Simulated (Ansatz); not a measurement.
## Effect of uniaxial strain ε_zz = −1.50 % on SiC

The parent structure is SiC (space group P6_3mc, No. 186; a = 3.058 Å, c = 10.012 Å). Axes: x lies along a and z along c of the hexagonal cell.

Now apply this change: uniaxial strain ε_zz = −1.50 %, all other strain components held at zero, atoms relaxed at fixed cell.

All numbers come from LDA in Ansatz (plane waves to 420 eV, PAW, scalar-relativistic without spin-orbit coupling). Settings: 12×12×4 k-points, 0.05 eV Fermi–Dirac smearing.

```csv
quantity,base,changed,shift
volume per atom,10.14 Å³,9.99 Å³,-0.15 Å³
space group,P6_3mc (No. 186),P6_3mc (No. 186),–
shortest interatomic distance,1.871 Å,1.858 Å,-0.0136 Å
energy relative to the base (free energy F),0 meV/atom,+4.1 meV/atom,+4.1 meV/atom
"pressure (mean of the normal stresses, compression positive)",0.0 kbar,35.7 kbar,+35.7 kbar
band gap,2.18 eV,2.18 eV,-0.007 eV
gap character,"indirect, Γ → M","indirect, Γ → M",–
smallest direct gap,3.31 eV,3.37 eV,+0.055 eV
width of the top valence band,2.48 eV,2.49 eV,+0.01 eV
hole mass,–,"0.22 mₑ along z, 1.8 mₑ across (at Γ)",–
"valence-band top at Γ (three highest levels, from the VBM)","0.00, 0.00, -0.05 eV","0.00, -0.10, -0.10 eV",–
"stress (xx, yy, zz, yz, xz, xy; compression positive)",–,"(0.99, 0.99, 8.72, 0.00, 0.00, 0.00) GPa",–
```

Final structure:

```
SiC
1.0
    3.05845     0.00000     0.00000
   -1.52923     2.64870     0.00000
    0.00000     0.00000     9.86182
Si C
4 4
Cartesian
  0.00000   0.00000   4.93893
  0.00000   0.00000   0.00803
  0.00000   1.76580   2.47173
  1.52923   0.88290   7.40264
  0.00000   0.00000   3.08117
  0.00000   0.00000   8.01207
  0.00000   1.76580   0.60893
  1.52923   0.88290   5.53984
```

Effective masses come from finite differences of ±0.01 Å⁻¹. Stability against distortions was not tested.

Ansatz is a first-principles code.
